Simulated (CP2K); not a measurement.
A self-consistent single point of MgGeAs2 (I-42d, 8 atoms in the cell) with CP2K

Computed with LDA (Pade form), GPW, DZVP-MOLOPT-SR-GTH basis, GTH-PADE potentials (GTH_POTENTIALS) run with CP2K.

Input as run:

```
&GLOBAL
  PROJECT mggeas2
  RUN_TYPE ENERGY_FORCE
  PRINT_LEVEL MEDIUM
&END GLOBAL
&FORCE_EVAL
  METHOD Quickstep
  STRESS_TENSOR ANALYTICAL
  &DFT
    BASIS_SET_FILE_NAME BASIS_MOLOPT
    POTENTIAL_FILE_NAME GTH_POTENTIALS
    &QS
      METHOD GPW
      EPS_DEFAULT 1E-11
    &END QS
    &MGRID
      CUTOFF 1000
      REL_CUTOFF 40
      NGRIDS 5
    &END MGRID
    &SCF
      SCF_GUESS ATOMIC
      EPS_SCF 1E-7
      MAX_SCF 100
      ADDED_MOS 9
      &DIAGONALIZATION
        ALGORITHM STANDARD
      &END DIAGONALIZATION
      &MIXING
        METHOD BROYDEN_MIXING
        ALPHA 0.3
        NBUFFER 8
      &END MIXING
      &SMEAR ON
        METHOD FERMI_DIRAC
        ELECTRONIC_TEMPERATURE [K] 580.23
      &END SMEAR
    &END SCF
    &KPOINTS
      SCHEME MONKHORST-PACK 3 3 3
    &END KPOINTS
    &XC
      &XC_FUNCTIONAL PADE
      &END XC_FUNCTIONAL
    &END XC
    &PRINT
      &MO
        EIGENVALUES T
        OCCUPATION_NUMBERS T
        NDIGITS 8
        FILENAME mo
        &EACH
          QS_SCF 0
        &END EACH
        ADD_LAST NUMERIC
      &END MO
      &MULLIKEN ON
      &END MULLIKEN
    &END PRINT
  &END DFT
  &SUBSYS
    &CELL
      A 6.97088300 0.00000000 0.00000000
      B 1.87688200 6.71345800 0.00000000
      C -4.42388200 -3.35672900 4.21364900
      PERIODIC XYZ
    &END CELL
    &COORD
      SCALED
      Mg       0.75000000     0.25000000     0.50000000
      Mg       0.00000000     0.00000000     0.00000000
      Ge       0.50000000     0.50000000     0.00000000
      Ge       0.25000000     0.75000000     0.50000000
      As       0.87500000     0.39990000     0.02490000
      As       0.60010000     0.62500000     0.47510000
      As       0.37500000     0.85010000     0.97510000
      As       0.14990000     0.12500000     0.52490000
    &END COORD
    &KIND Mg
      BASIS_SET DZVP-MOLOPT-SR-GTH
      POTENTIAL GTH-PADE-q10
    &END KIND
    &KIND Ge
      BASIS_SET DZVP-MOLOPT-SR-GTH
      POTENTIAL GTH-PADE-q4
    &END KIND
    &KIND As
      BASIS_SET DZVP-MOLOPT-SR-GTH
      POTENTIAL GTH-PADE-q5
    &END KIND
  &END SUBSYS
  &PRINT
    &FORCES ON
    &END FORCES
    &STRESS_TENSOR ON
    &END STRESS_TENSOR
  &END PRINT
&END FORCE_EVAL
```

Output (repeated stretches shortened):

```
 GLOBAL| Method name                                                        CP2K
 GLOBAL| Project name                                                    mggeas2
 GLOBAL| Run type                                                   ENERGY_FORCE

 CELL| Volume [angstrom^3]:                                           197.193423
 CELL| Vector a [angstrom]:       6.971     0.000     0.000   |a| =     6.970883
 CELL| Vector b [angstrom]:       1.877     6.713     0.000   |b| =     6.970883
 CELL| Vector c [angstrom]:      -4.424    -3.357     4.214   |c| =     6.970882
 CELL| Angle (b,c), alpha [degree]:                                   129.392029
 CELL| Angle (a,c), beta  [degree]:                                   129.392026
 CELL| Angle (a,b), gamma [degree]:                                    74.380598
 CELL| Numerically orthorhombic:                                              NO
 CELL| Periodicity                                                           XYZ

 DFT| Spin restricted Kohn-Sham (RKS) calculation                            RKS
 DFT| Multiplicity                                                             1
 DFT| Number of spin states                                                    1
 DFT| Charge                                                                   0
 DFT| XC density smoothing                                                  NONE
 DFT| XC derivatives                                                          PW

 QS| Method:                                                                 GPW
 QS| Density plane wave grid type                        NON-SPHERICAL FULLSPACE
 QS| Number of grid levels:                                                    5
 QS| Density cutoff [a.u.]:                                                500.0
 QS| Multi grid cutoff [a.u.]: 1) grid level                               500.0
   [... lines left out ...]
 BRILLOUIN| Wavefunction type                                            COMPLEX
 BRILLOUIN| List of Kpoints [2 Pi/Bohr]                                       14
 BRILLOUIN| Number           Weight            X              Y              Z
 BRILLOUIN|     1           0.07407       -0.33333       -0.33333       -0.33333
 BRILLOUIN|     2           0.07407       -0.33333       -0.33333        0.00000
 BRILLOUIN|     3           0.07407       -0.33333       -0.33333        0.33333
   [... 11 lines left out ...]
 *******************************************************************************

 Extrapolation method: initial_guess

 Re-scaling the density matrix to get the right number of electrons
                  # Electrons              Trace(P)               Scaling factor
                           48                48.000                        1.000

 Number of electrons:                                                         48
 Number of occupied orbitals:                                                 24
 Number of molecular orbitals:                                                33

 Number of orbital functions:                                                 96
 Number of independent orbital functions:                                     96
 SCF WAVEFUNCTION OPTIMIZATION

  Step     Update method      Time    Convergence         Total energy    Change
     1 NoMix/Diag. 0.30E+00      -     1.69620963      -160.2180879468 -1.60E+02
     2 Broy./Diag. 0.30E+00      -     0.06090011      -159.7927728537  4.25E-01
     3 Broy./Diag. 0.30E+00      -     0.05617715      -159.8180312596 -2.53E-02
     4 Broy./Diag. 0.30E+00      -     0.01733027      -159.8559717192 -3.79E-02
     5 Broy./Diag. 0.30E+00      -     0.00076296      -159.8533128650  2.66E-03
     6 Broy./Diag. 0.30E+00      -     0.00148778      -159.8499440730  3.37E-03
     7 Broy./Diag. 0.30E+00      -     0.00017730      -159.8469569208  2.99E-03
   [... 2 lines left out ...]
    10 Broy./Diag. 0.30E+00      -     0.00000166      -159.8447970508 -3.68E-05
    11 Broy./Diag. 0.30E+00      -     0.00000192      -159.8448929936 -9.59E-05
    12 Broy./Diag. 0.30E+00      -     0.00000010      -159.8449164904 -2.35E-05
    13 Broy./Diag. 0.30E+00      -     0.00000011      -159.8449103758  6.11E-06
    14 Broy./Diag. 0.30E+00      -     4.6745E-09      -159.8449088323  1.54E-06
  *** SCF run converged in    14 steps ***

  Electronic density on regular grids:        -47.9999999965        0.0000000035
  Core density on regular grids:               47.9999999992       -0.0000000008
  Total charge density on r-space grids:        0.0000000027
  Total charge density g-space grids:           0.0000000027

  Overlap energy of the core charge distribution:               0.00000002746393
  Self energy of the core charge distribution:               -338.41811545599091
  Core Hamiltonian energy:                                     96.97020459418178
  Hartree energy:                                             106.98057505450309
  Exchange-correlation energy:                                -25.37756876954421
  Electronic entropic energy:                                  -0.00000428294010
  Fermi energy:                                                 0.13685384818529

  Total energy:                                              -159.84490883232635
  Total energy (extrapolated to T->0):                       -159.84490669085631

                     Mulliken Population Analysis

 #  Atom  Element  Kind  Atomic population                           Net charge
       1     Mg       1          9.372335                              0.627665
       2     Mg       1          9.372334                              0.627666
       3     Ge       2          3.524478                              0.475522
       4     Ge       2          3.524478                              0.475522
       5     As       3          5.551594                             -0.551594
       6     As       3          5.551591                             -0.551591
       7     As       3          5.551592                             -0.551592
       8     As       3          5.551596                             -0.551596
 # Total charge                             48.000000                 -0.000000

 ENERGY| Total FORCE_EVAL ( QS ) energy [hartree]           -159.844908949852908

 FORCES| Atomic forces [hartree/bohr]
 FORCES|   Atom     x               y               z               |f|
 FORCES|      1 -1.95784029E-07 -1.79350428E-07 -2.94990287E-07   3.96884406E-07
 FORCES|      2 -3.52091729E-07 -2.32950792E-07 -7.47405791E-07   8.58399716E-07
 FORCES|      3  4.43273141E-08 -2.28970795E-08 -1.44455821E-08   5.19409460E-08
 FORCES|      4  3.10666285E-11  3.91381880E-08 -1.44610283E-08   4.17243342E-08
 FORCES|      5 -7.69419022E-04  1.01387836E-03  1.27297328E-03   1.80011553E-03
 FORCES|      6 -7.69190343E-04  1.01422930E-03 -1.27251136E-03   1.79988888E-03
 FORCES|      7  7.69505430E-04 -1.01378660E-03 -1.27259574E-03   1.79983383E-03
 FORCES|      8  7.69392915E-04 -1.01407048E-03  1.27286447E-03   1.80013565E-03
 FORCES| Sum    -2.14537839E-07 -1.45493301E-07 -3.40648221E-07
 FORCES| Total atomic force                                       4.28060738E-07

 STRESS| Analytical stress tensor [bar]
 STRESS|                        x                   y                   z
 STRESS|      x       -1.62705466364E+04   1.30641716358E+02  -2.89001638052E+00
 STRESS|      y        1.30641716358E+02  -1.63432157870E+04  -2.12318090731E+00
 STRESS|      z       -2.89001638052E+00  -2.12318090731E+00  -1.64453502494E+04
 STRESS| 1/3 Trace                                            -1.63530375576E+04
```

The run converged in 14 iterations.

The starting cell comes from a database of computed structures (which also holds hypothetical and non-ambient phases and stackings), without a prior relaxation at this level. Values carry the incompleteness of an atom-centred basis.

Cost on one core of a shared machine: roughly 60 s.
